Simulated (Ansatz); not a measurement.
Results of HSE06 in Ansatz (PAW) for Bi2SiO5 (model structure, Cmcm, No. 63, 16 atoms in the cell).

Run with plane-wave cutoff 460 eV, 4×4×4 k mesh, Fermi–Dirac smearing 0.01 eV, scalar-relativistic PAW data made under PBE.

Cell (relaxed with PBEsol):

```xyz
16
Lattice="7.5335 -2.7436 0.0000 7.5335 2.7436 0.0000 0.0000 0.0000 5.2909" Properties=species:S:1:pos:R:3 pbc="T T T"
Si     7.5335    -1.0005     3.9682
Si     7.5335     1.0005     1.3227
Bi     5.0477    -1.5406     1.3227
Bi    10.0192     1.5406     3.9682
Bi    10.0192    -1.5406     1.3227
Bi     5.0477     1.5406     3.9682
O      3.7830     0.0000     0.0000
O     11.2840     0.0000     2.6455
O     11.2840     0.0000     0.0000
O      3.7830     0.0000     2.6455
O      6.1296    -1.7957     3.9682
O      8.9374     1.7957     1.3227
O      8.9374    -1.7957     3.9682
O      6.1296     1.7957     1.3227
O      7.5335     0.0000     0.0000
O      7.5335     0.0000     2.6455
```

**Question.** Predict the band gap and smallest direct gap on the k points sampled.

**Answer.** 
- band gap: 3.94 eV
- smallest direct gap on the k points sampled: 4.01 eV

Note: the relaxation could raise the start's symmetry but not lower it, so the cell can be a saddle point; cell and atoms aren't relaxed at this level (largest force component 0.47 eV/Å, pressure -1.2 GPa).

Spin–orbit coupling is not included; with these elements it can move the gap by several tenths of an eV or more.

Static lattice: no zero-point or thermal effects.

Computing time: about 18 core-minutes (a rough figure).

A model structure was made by putting elements into a prototype or built by hand; it is no filed structure, need not be a known phase, and can be a saddle point held by its symmetry.

Ansatz is a quantum-chemistry and plane-wave program.
